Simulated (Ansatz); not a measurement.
Consider NiGe (space group Pnma, No. 62; a = 5.4079 Å, b = 3.4735 Å, c = 5.8468 Å; non-magnetic). Axes: x, y, z lie along a, b, c of the conventional cell.

The values are results of Ansatz (an electronic-structure program) PBE, without spin-orbit coupling, earlier PAW set, not measurements.

For the base:

| Property | Result |
|---|---|
| Volume per atom | 13.73 Å³ |
| Pressure | 0.0 GPa |
| Band gap | zero |

Now apply this change: compressive biaxial strain of 1.06 % in the plane normal to [001], as in epitaxy on a mismatched substrate; the out-of-plane cell vector and the atoms relax.

Task: How does this affect the volume per atom, pressure and band gap?

Result: The volume per atom decreases by 0.13 Å³ to 13.60 Å³; the pressure (mean of the normal stresses, compression positive) goes from zero to 1.6 GPa; the band gap is still zero.

Without a gap, meshes like the base's 9×13×8 leave anisotropic stresses uncertain by several tenths of a GPa, and small strain energies with them. Whether these cells are dynamically stable was not tested. Seeded moments were not kept for the base. The final runs are not spin-polarised.
